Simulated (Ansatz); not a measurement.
Start from Al in the fcc (Cu type) structure (space group Fm-3m, No. 225; a = 3.994 Å; relaxed with 0.1 eV smearing). Axes: x, y, z lie along the cube axes.

Computed with r2SCAN/PAW in Ansatz (a program for electronic structure), scalar-relativistic without spin-orbit coupling.

The change: biaxial strain −0.50 %, plane normal [001], relaxed out of plane (Cartesian); in-plane vectors clamped, the third vector and the atoms free.

Question: Predict the new out-of-plane strain, in-plane stress and energy relative to the base.

Answer: The out-of-plane strain amounts to +0.55 %; the mean in-plane stress (compression positive) comes out as +0.6 GPa; the energy increases by 0.3 meV/atom.

Stability against distortions was not tested.
